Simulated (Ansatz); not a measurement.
The reference is Ir in the fcc (Cu type) structure (space group Fm-3m, No. 225; a = 3.871 Å).

Computed with plane-wave PAW DFT at the PBE level (Ansatz, a first-principles code, 420 eV), no spin-orbit coupling.

Base values:

| Item | Result |
|---|---|
| Volume per atom | 14.50 Å³ |

Now apply this change: a hydrostatic pressure of 0.9 GPa.

Task: What does the calculation give for the volume per atom after the change?

Result: The volume per atom drops by 0.04 Å³ (14.50 Å³ → 14.46 Å³).

Load acts through the strain it causes; cell and atoms are relaxed under it. Stability against distortions was not tested. All final runs are without spin polarisation.
